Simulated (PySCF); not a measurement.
PySCF 2.14.0, BP86/def2-svpd, df: isocyanic acid (N=C=O), 4 atoms. The geometry is a generated start, not checked to be a minimum at this level.

```json
{
 "task": "energy",
 "method": "bp86",
 "basis": "def2-svpd",
 "two_electron_scheme": "density fitting",
 "mol.max_memory": "3000 MB",
 "mf.max_cycle": "100",
 "mf.conv_tol": "1e-09 (default)",
 "mf.grids.level": "3 (default)",
 "basis_functions": "71",
 "grid_points": "51912"
}
```

```xyz
4

N     -0.6594     0.2569     0.0821
C      0.4733    -0.0149    -0.1705
O      1.5639    -0.0837    -0.5402
H     -1.3777    -0.1582     0.6285
```

With the defaults (mf.DIIS = CDIIS, mf.diis = true, mf.level_shift = 0, mf.init_guess = minao, mf.damp = 0, mf.diis_start_cycle = 1, mf.diis_damp = 0, mf.diis_space = 8) it converges in 12 Fock builds. One run each on 2 threads, 1 BLAS thread, with these changes:
- mf.init_guess = 1e
- mf.level_shift = 1 Hartree
- mf.init_guess = atom
- mf.diis = false, mf.damp = 0.7, mf.diis_start_cycle = 999
- mf.DIIS = EDIIS
- mf.diis_damp = 0.3
- mf.init_guess = sap
- mf.diis_space = 5
- mf.diis = false

Problem. Which runs fail or end elsewhere than the default run?

Solution. No convergence: mf.DIIS = EDIIS; mf.diis = false (the run ends without SCF convergence in 100 cycles). The rest reach the solution of the defaults.

```
setting                                                    Fock builds             end
---------------------------------------------------------  -----------  --------------
mf.diis_damp = 0.3                                                  11   same solution
the defaults                                                        12   same solution
mf.init_guess = atom                                                12   same solution
mf.diis_space = 5                                                   12   same solution
mf.init_guess = sap                                                 14   same solution
mf.init_guess = 1e                                                  17   same solution
mf.diis = false, mf.damp = 0.7, mf.diis_start_cycle = 999           23   same solution
mf.level_shift = 1 Hartree                                          30   same solution
mf.DIIS = EDIIS                                                    101  no convergence
mf.diis = false                                                    101  no convergence
```
